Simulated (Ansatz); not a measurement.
An Ansatz (a first-principles code) input (r2SCAN/PAW in Ansatz, no spin-orbit coupling):

Ansatz 0.2 input:
```yaml
crystal:
  lattice:
    - [0, 2.7576954723, 2.7576954723]
    - [2.7576954723, 0, 2.7576954723]
    - [2.7576954723, 2.7576954723, 0]
  atoms:
    - { symbol: Be, position: [0, 0, 0] }
    - { symbol: Te, position: [0.25, 0.25, 0.25] }
basis: { ecutwfc: 500, ecutrho_ratio: 4, xc_grid: 4, fft_grid_basis: typed }
kpoints: { mp_grid: { grid: [10, 10, 10] } }
hamiltonian:
  xc: r2scan
  dispersion: none
  pseudopotentials: { kind: paw }
scf: { occupations: { method: fermi_dirac, width: 0.05 }, convergence: { dr2_threshold: 0.0000000002 } }
relax: { f_tol: 0.005, max_steps: 50 }
output: { forces: true, stress: true }
checkpoint: { write: state.ck, write_every: 1000 }
```

### Question
Which symmetry and how many k-points will the program report, and about how many plane waves at Γ?

### Answer
Space group F-43m (ITA 216) with 24 operations, k-points 47 of 1000, and 1067 plane waves at Γ.

### Question
And the final pressure?

### Answer
5.24 GPa (compression positive).

The cells carry an imposed strain or load. No phonon test of stability was made. The cell was made from BeTe in the zinc blende structure (space group F-43m, No. 216) by this change: isotropic strain −2.50 %.
